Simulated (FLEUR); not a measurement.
Band structure of Cu₃Au (Pm-3m, 4 atoms in the cell).

```xyz
4
Lattice="3.8071 0.0000 0.0000 0.0000 3.8071 0.0000 0.0000 0.0000 3.8071" Properties=species:S:1:pos:R:3 pbc="T T T"
Cu     0.0000     1.9036     1.9036
Cu     1.9036     0.0000     1.9036
Cu     1.9036     1.9036     0.0000
Au     0.0000     0.0000     0.0000
```

Level of theory: PBE, all-electron FLAPW (FLEUR), scalar-relativistic valence in FLEUR.

Settings: Kmax = 4.2 1/bohr; GmaxXC = 16.8 1/bohr; xcFunctional = pbe; jspins = 1; l_soc = F; mode = hist; fermiSmearingEnergy = 0.00999582 Htr; mesh (inpgen div1-3) = 9 9 9; inpgen gamma flag = false; Gmax = 16.8 1/bohr; numbands = 0; maxIterBroyd = 15; imix = Anderson; alpha = 0.05.

The starting cell comes from a database of computed structures (which also holds hypothetical and non-ambient phases and stackings), without a prior relaxation at this level. Its lattice was rescaled by a random factor within 2.5 % of one. Spin-orbit coupling is off. Spin polarisation is off. Values depend on the basis (sphere radii, cutoffs, local orbitals), which need not be converged.

Levels in eV from the Fermi level, bands 22 to 29:
```
point     22     23     24     25     26     27    28    29
-----  -----  -----  -----  -----  -----  -----  ----  ----
Γ      -1.35  -1.35  -1.35   1.30   1.30   1.30  5.70  7.13
X      -1.91  -1.82  -1.45  -1.35   5.65   5.65  6.36  6.36
M      -2.09  -2.03  -0.50  -0.50  -0.43   0.27  8.35  9.20
R      -1.54  -1.54  -0.95  -0.92  -0.92  -0.92  2.29  3.86
```
